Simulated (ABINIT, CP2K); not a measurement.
An ABINIT input for a self-consistent single point of InP (F-43m, 2 atoms in the cell) (DFT, PBE, plane waves, PAW (JTH v2.0 PBE PAW)):

```
# InP, JTH v2.0 PBE PAW
pp_dirpath "./"
pseudos "In.GGA_PBE-JTH.xml, P.GGA_PBE-JTH.xml"
acell 3*1.0
rprim
         0.0000000000    5.6894343482    5.6894343482
         5.6894343482    0.0000000000    5.6894343482
         5.6894343482    5.6894343482    0.0000000000
natom 2
ntypat 2
znucl 49 15
typat 1 2
xred
         0.0000000000    0.0000000000    0.0000000000
         0.2500000000    0.2500000000    0.2500000000
ecut 21
pawecutdg 42
pawxcdev 0
ixc 11
occopt 3
tsmear 0.00036749
nband 14
kptopt 1
ngkpt 5 5 5
nshiftk 1
shiftk 0 0 0
nstep 80
tolvrs 1.0e-12
prtwf 0
prtden 0
```

### Question
Translate this input to CP2K.

### Answer
One input that does it (others would too):

```
&GLOBAL
  PROJECT run
  RUN_TYPE ENERGY_FORCE
  PRINT_LEVEL LOW
&END GLOBAL
&FORCE_EVAL
  METHOD Quickstep
  STRESS_TENSOR ANALYTICAL
  &DFT
    BASIS_SET_FILE_NAME BASIS_MOLOPT
    POTENTIAL_FILE_NAME GTH_POTENTIALS
    &QS
      METHOD GPW
      EPS_DEFAULT 1E-10
    &END QS
    &MGRID
      CUTOFF 500
      REL_CUTOFF 50
      NGRIDS 5
    &END MGRID
    &SCF
      SCF_GUESS ATOMIC
      EPS_SCF 1E-6
      MAX_SCF 100
      ADDED_MOS 4
      &DIAGONALIZATION
        ALGORITHM STANDARD
      &END DIAGONALIZATION
      &MIXING
        METHOD BROYDEN_MIXING
        ALPHA 0.3
        NBUFFER 12
        BETA 1
      &END MIXING
      &SMEAR ON
        METHOD FERMI_DIRAC
        ELECTRONIC_TEMPERATURE [K] 116.05
      &END SMEAR
    &END SCF
    &KPOINTS
      SCHEME MONKHORST-PACK 5 5 5
    &END KPOINTS
    &XC
      &XC_FUNCTIONAL PBE
      &END XC_FUNCTIONAL
    &END XC
    &PRINT
      &MO
        EIGENVALUES T
        OCCUPATION_NUMBERS T
        NDIGITS 8
        FILENAME mo
        &EACH
          QS_SCF 0
        &END EACH
        ADD_LAST NUMERIC
      &END MO
      &MULLIKEN OFF
      &END MULLIKEN
    &END PRINT
  &END DFT
  &SUBSYS
    &CELL
      A 4.25780000 0.00000000 0.00000000
      B 2.12890000 3.68736300 0.00000000
      C 2.12890000 1.22912100 3.47647900
      PERIODIC XYZ
    &END CELL
    &COORD
      SCALED
      In       0.00000000     0.00000000     0.00000000
      P        0.25000000     0.25000000     0.25000000
    &END COORD
    &KIND In
      BASIS_SET DZVP-MOLOPT-SR-GTH
      POTENTIAL GTH-PBE-q13
    &END KIND
    &KIND P
      BASIS_SET DZVP-MOLOPT-SR-GTH
      POTENTIAL GTH-PBE-q5
    &END KIND
  &END SUBSYS
  &PRINT
    &FORCES ON
    &END FORCES
    &STRESS_TENSOR ON
    &END STRESS_TENSOR
  &END PRINT
&END FORCE_EVAL
```

Basis, cutoffs, solver keys and any potentials are the target program's own. This input uses DFT PBE, GPW, DZVP-MOLOPT-SR-GTH basis, GTH-PBE potentials (GTH_POTENTIALS). Both were run: pressure -1.90 GPa in ABINIT and -1.36 in CP2K; gap on the mesh 0.251 eV in ABINIT and 0.231 in CP2K.

On ABINIT: the starting cell comes from a database of computed structures (which also holds hypothetical and non-ambient phases and stackings), without a prior relaxation at this level. Its lattice was rescaled by a random factor within 2.5 % of one.

On CP2K: the starting cell comes from a database of computed structures (which also holds hypothetical and non-ambient phases and stackings), without a prior relaxation at this level. Its lattice was rescaled by a random factor within 2.5 % of one. Values carry the incompleteness of an atom-centred basis.
